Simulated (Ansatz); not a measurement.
A slab with vacuum along the third vector:

```xyz
16
Lattice="4.5033 0.0000 0.0000 0.0000 5.2805 0.0000 0.0000 0.0000 26.5000" Properties=species:S:1:pos:R:3 pbc="T T T"
W      2.2516     1.5281     8.4119
W      0.0000     2.8900     8.9640
W      2.2516     4.3510     9.5560
W      0.0000     0.4582    10.1092
W      2.2516     1.9309    10.8867
W      0.0000     3.3442    11.5403
W      2.2516     4.8056    12.2133
W      0.0000     0.9556    12.8774
W      2.2516     2.4047    13.6226
W      0.0000     3.8353    14.2867
W      2.2516     0.0161    14.9597
W      0.0000     1.4295    15.6133
W      2.2516     2.9021    16.3908
W      0.0000     4.2899    16.9440
W      2.2516     0.4704    17.5360
W      0.0000     1.8322    18.0881
```

Slab: 16 atoms, 10.2 Å thick at the start (thin: gaps and levels are the slab's own); k 8x7x1, smearing 0.1 eV, dipole-corrected; all atoms relaxed; symmetry of the start imposed; no spin, no spin-orbit, no U.

Q: What work function of the top face does PBE in Ansatz (a quantum-chemistry and plane-wave program) give?

A: 4.17 eV

Q: Predict the surface energy (mean of both faces) from PBE.

A: 3.57 J/m^2
